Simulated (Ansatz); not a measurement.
# Convergence study of the k-point mesh for HfC (I4mm, 2 atoms in the cell)

```yaml
crystal:
  lattice:
    - [0.00000, 2.33160, 2.33160]
    - [2.33160, 0.00000, 2.33160]
    - [2.33160, 2.33160, 0.00000]
  atoms:
    - { symbol: Hf, position: [0.01072, 0.01072, 0.98928] }
    - { symbol: C, position: [0.50000, 0.50000, 0.50000] }
```

Method: LDA (PW92), default PAW files made with PBE (plane waves; Ansatz, a program for electronic structure).

Base settings: basis.ecutwfc = 420 eV; kpoints.mp_grid.grid = 12 12 12; hamiltonian.xc = lda; hamiltonian.pseudopotentials = {kind: paw} (the program's default PAW files); scf.occupations.method = fermi_dirac; scf.occupations.width = 0.1 eV.

The second cell is the first with its lattice scaled by 0.98.

Only quantities that move along the ladder and can be compared are tabulated.

The count of work is k-points × plane waves × bands × iterations; it is no time. 

The starting cell has typed, rounded lattice constants, without a prior relaxation at this level. Its lattice was rescaled by up to half a per cent. One atom was moved a little off its site on purpose. In the base run, with a pressure of about -13 GPa the cell is away from its equilibrium volume at this level. Ansatz's pressure includes its estimate of the finite-basis (Pulay) stress.

```tsv
kpoints.mp_grid.grid	free energy less the last step's (meV/atom)	energy of the compressed cell less the first (meV/atom)	pressure (GPa)	largest difference of a force vector from the last step's (eV/Å)	count of work / last
2 2 2	614.14	6.78	-6.01	0.533	0.00088
3 3 3	91.08	-29.93	-13.26	0.040	0.0013
4 4 4	27.96	-34.96	-14.08	0.067	0.0033
5 5 5	17.45	-30.17	-13.18	0.119	0.0040
6 6 6	5.41	-30.86	-13.35	0.032	0.0066
7 7 7	3.20	-31.18	-13.42	0.000	0.0088
8 8 8	2.20	-31.33	-13.45	0.007	0.013
9 9 9	1.71	-31.21	-13.43	0.000	0.017
10 10 10	1.00	-31.07	-13.41	0.006	0.023
12 12 12	0.05	-31.19	-13.44	0.002	0.036
13 13 13	0.02	-31.25	-13.46	0.001	0.043
14 14 14	0.11	-31.27	-13.46	0.001	0.054
16 16 16	0.10	-31.24	-13.45	0.001	0.077
17 17 17	0.05	-31.22	-13.45	0.001	0.089
19 19 19	-0.02	-31.25	-13.45	0.001	0.12
21 21 21	-0.02	-31.27	-13.45	0.000	0.16
24 24 24	0.01	-31.28	-13.45	0.001	0.23
26 26 26	0.01	-31.27	-13.45	0.000	0.29
29 29 29	0.00	-31.27	-13.45	0.000	0.40
32 32 32	0.00	-31.27	-13.45	0.000	0.53
36 36 36	0.00	-31.27	-13.45	0.000	0.74
40 40 40	0.00	-31.27	-13.45	0.000	1.0
```

Coarsest kpoints.mp_grid.grid that holds the forces within 0.005 eV/Å of the last step, with all finer ones: 12 12 12, at 0.036 of the last step's count of work; the step before is off by 0.006 eV/Å.

Coarsest kpoints.mp_grid.grid that holds the energy of the compressed cell less the first within 2 meV/atom of the last step, with all finer ones: 5 5 5, at 0.0040 of the last step's count of work; the step before is off by 3.7 meV/atom.

Coarsest kpoints.mp_grid.grid that holds the pressure within 0.5 GPa of the last step, with all finer ones: 5 5 5, at 0.0040 of the last step's count of work; the step before is off by 0.63 GPa.

The energy difference between the two cells stays within 1 meV/atom of the last step's from 6 6 6 on, the total only from 12 12 12 on: much of the error is common to both cells and cancels.

Keys are those of Ansatz 0.2.
